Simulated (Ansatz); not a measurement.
Consider interstitial Li in silicon, charge state +1. The step: Li moves alone to another site; the atom moves 2.36 Å along (0.25, -0.25, -0.25) of the unit cell; the moving atom starts with neighbours 4 Si at 2.45, 6 Si at 2.75 Å and ends with 4 Si at 2.45, 6 Si at 2.75 Å. DFT values are from Ansatz (plane-wave PAW, 420 eV unless said) in a cell of 64 host sites, spin-restricted, static, with no finite-size correction. The charge state is imposed; whether it is stable for some Fermi level was not computed. Sites that were not tried may lie lower. For the PBE band: the saddle point's order was not checked, and it lies on a symmetry element of the cell, where a band can be held.

| Level | Forward barrier (eV) | Cost of the band or of the saddle's single point |
|---|---|---|
| CHGNet universal potential (has no charge state), its own band | 0.21 | - |
| PBE, a 2×2×2 k-point mesh shifted by half a step, band relaxed | 0.60 | very roughly 28 core-minutes |
| PBE, a 3×3×3 k-point mesh shifted by half a step, same geometries | 0.60 | very roughly 10 core-minutes |
| r2SCAN at 500 eV, a 2×2×2 k-point mesh shifted by half a step, same geometries | ? | very roughly 4 core-minutes |

Problem. Some entries are withheld; supply them.

Solution. 
- r2SCAN at 500 eV, a 2×2×2 k-point mesh shifted by half a step, same geometries, Forward barrier (eV): 0.63

Ansatz is an electronic-structure program.
